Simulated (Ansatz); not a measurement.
Results of Hartree–Fock (Ansatz, an electronic-structure program, plane waves, PAW) for antifluorite Be2C.

Numerical settings: plane-wave cutoff 520 eV, 10×10×10 k mesh, scalar-relativistic PAW data made under PBE.

Computed at the level's own relaxed cell.

Hill averages of the elastic tensor: K = 210.5 GPa, G = 255.0 GPa. Volume 6.843 Å³/atom, mean atomic mass 10.012 u.

Question: Work out the density, the sound velocities of a polycrystal and the elastic Debye temperature at this level.

Answer: ρ = 1.66054 × 10.012/6.843 = 2.430 g/cm³. v_l = √[(K + 4G/3)/ρ] = 15.051 km/s and v_t = √(G/ρ) = 10.244 km/s. The mean follows from 3/v_m³ = 1/v_l³ + 2/v_t³: v_m = 11.168 km/s. Θ_D = (ħ/k_B) v_m (6π²/V)^(1/3) = 76.38 K Å s/km × 11.168 × 2.0531 Å⁻¹ = 1751 K, counting all atoms of the cell.
